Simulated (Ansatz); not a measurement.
An Ansatz (a quantum-chemistry and plane-wave program) input (Ansatz LDA, spin-orbit coupling left out):

Ansatz 0.2 input:
```yaml
crystal:
  lattice:
    - [7.7172571131, 0, 0]
    - [0, 7.7172571131, 0]
    - [3.8586285566, -3.8586285566, 5.5187791486]
  atoms:
    - { symbol: Bi, position: [0, 0, 0] }
    - { symbol: Ag, position: [0.5, 0.5, 0] }
    - { symbol: Cs, position: [0.75, 0.75, 0.5] }
    - { symbol: Cs, position: [0.25, 0.25, 0.5] }
    - { symbol: Br, position: [0.2554515643, 0.7445484357, 0] }
    - { symbol: Br, position: [0.2554515643, 0.2554515643, 0] }
    - { symbol: Br, position: [0.7445484357, 0.2554515643, 0] }
    - { symbol: Br, position: [0.7445484357, 0.7445484357, 0] }
    - { symbol: Br, position: [0.7445484357, 0.2554515643, 0.5109031286] }
    - { symbol: Br, position: [0.2554515643, 0.7445484357, 0.4890968714] }
basis: { ecutwfc: 420, ecutrho_ratio: 4, xc_grid: 2, fft_grid_basis: typed }
kpoints: { mp_grid: { grid: [5, 5, 5] } }
hamiltonian:
  xc: lda
  dispersion: none
  pseudopotentials: { kind: paw }
scf: { occupations: { method: fermi_dirac, width: 0.05 } }
relax: { f_tol: 0.005, max_steps: 50, cell: { stress_tol: 0.01, fix: [a, b, gamma] } }
output: { forces: true, stress: true }
checkpoint: { write: state.ck, write_every: 1000 }
```

Question: Which symmetry and how many k-points will the program report, and about how many plane waves at Γ?

Answer: Space group I4/mmm (ITA 139) with 16 operations, k-points 18 of 125, and 6415 plane waves at Γ.

Question: And the final pressure?

Answer: 0.34 GPa (compression positive).

The cells carry an imposed strain or load. No phonon test of stability was made. The cell was made from Cs$_{2}$AgBiBr$_{6}$ (space group Fm-3m, No. 225) by this change: biaxial strain −0.75 %, plane normal [001], relaxed out of plane.
